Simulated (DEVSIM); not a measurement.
**illuminated InP p-on-n cell, one wavelength**

System: illuminated InP p-on-n cell, one wavelength, at 300 K.

| layer (left to right) | material | thickness (μm) | Nd (cm⁻³) | Na (cm⁻³) | τn (s) | τp (s) | absorption coefficient (cm⁻¹) |
|---|---|---|---|---|---|---|---|
| 1 | InP | 0.690 | - | 2.1e18 | 1.9e-9 | 1.4e-9 | 20000 |
| 2 | InP | 0.640 | 2e16 | - | 2.7e-9 | 2.7e-9 | 20000 |

Left contact: ohmic, minority electron recombination velocity 10 cm/s. Right contact: ohmic, minority hole recombination velocity 10 cm/s. Voltage is applied to the left contact. Recombination: SRH at mid-gap, radiative, Auger. Light enters at the left, 1.4e15 photons cm⁻² s⁻¹, one pass, no reflection. Mobility is constant in doping.

The device is made up for the run: typed textbook-type constants, with dimensions and the other settings drawn at random. Values at 300 K.

```
parameter          InP
-------------  -------
gap (eV)         1.344
affinity (eV)     4.38
permittivity      12.5
Nc (cm⁻³)       5.7e17
Nv (cm⁻³)       1.1e19
μn (cm²/Vs)       5200
μp (cm²/Vs)        170
B (cm³/s)      1.2e-10
Cn (cm⁶/s)       9e-31
Cp (cm⁶/s)       9e-31
```

Simulated with DEVSIM: 1D drift-diffusion, Boltzmann statistics, complete ionisation; no tunnelling, impact ionisation, image-force lowering or self-heating.

* **Potential step across the device at zero bias**: 1.215 V
* **Largest field in the device at zero bias**: 100000 V/cm
* **Dark forward voltage at 1 A/cm²**: 0.977 V
* **Dark forward voltage at 100 A/cm²**: 1.141 V
* **Short-circuit current**: 0.206 mA/cm²
* **Open-circuit voltage**: 0.636 V
* **Fill factor**: 0.74
* **Largest power**: 0.0972 mW/cm²
* **Share of generated pairs collected at short circuit**: 0.988

Current under light (generator sign):

```
V (V)  J (mA/cm²)
-----  ----------
0.00        0.206
0.08        0.206
0.18        0.206
0.28        0.206
0.38        0.205
0.48        0.197
0.50        0.193
0.52        0.187
0.54        0.177
0.56        0.163
0.58        0.141
0.60        0.109
0.62       0.0595
0.64      -0.0156
```

Dark forward current:

(V (V), J (A/cm²)): (0.05, 1.1e-9); (0.10, 3.7e-9); (0.20, 3.0e-8); (0.25, 8.1e-8); (0.30, 2.2e-7); (0.40, 1.7e-6); (0.45, 4.5e-6); (0.50, 1.3e-5); (0.60, 9.7e-5); (0.65, 0.00027); (0.70, 0.00078); (0.75, 0.0023); (0.85, 0.024); (0.90, 0.092); (0.95, 0.41); (1.05, 10); (1.10, 39); (1.15, 120); (1.25, 1500); (1.30, 6400)
